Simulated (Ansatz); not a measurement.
**InAlN2 (model structure, started from the ScAlN2 type, P3m1, No. 156, 4 atoms in the cell)**

Method: HSE06+SOC (plane waves, PAW; Ansatz, an electronic-structure program).

Settings: plane-wave cutoff 460 eV, 9×9×6 k mesh (along the axes of the cell as run), Fermi–Dirac smearing 0.01 eV, PAW data made under PBE.

Cell (relaxed with PBEsol):

Space group P3m1 (No. 156); a = b = 3.3064 Å, c = 5.4470 Å, α = β = 90.00°, γ = 120.00°

| atom | site | symmetry | x | y | z |
|---|---|---|---|---|---|
| In | 1b | 3m. | 0.3333 | 0.6667 | 0.0074 |
| N | 1b | 3m. | 0.3333 | 0.6667 | 0.4068 |
| Al | 1c | 3m. | 0.6667 | 0.3333 | 0.5066 |
| N | 1c | 3m. | 0.6667 | 0.3333 | 0.8492 |

For InAlN2 (model structure, started from the ScAlN2 type, P3m1, No. 156, 4 atoms in the cell), the band gap is 2.08 eV (on the SCF k mesh).

Note: the relaxation could raise the start's symmetry but not lower it, so the cell can be a saddle point; cell and atoms aren't relaxed at this level (pressure -0.8 GPa).

The computed numbers hold no vibrational or temperature effects.

A model structure was made by putting elements into a prototype or built by hand; it is no filed structure, need not be a known phase, and can be a saddle point held by its symmetry.
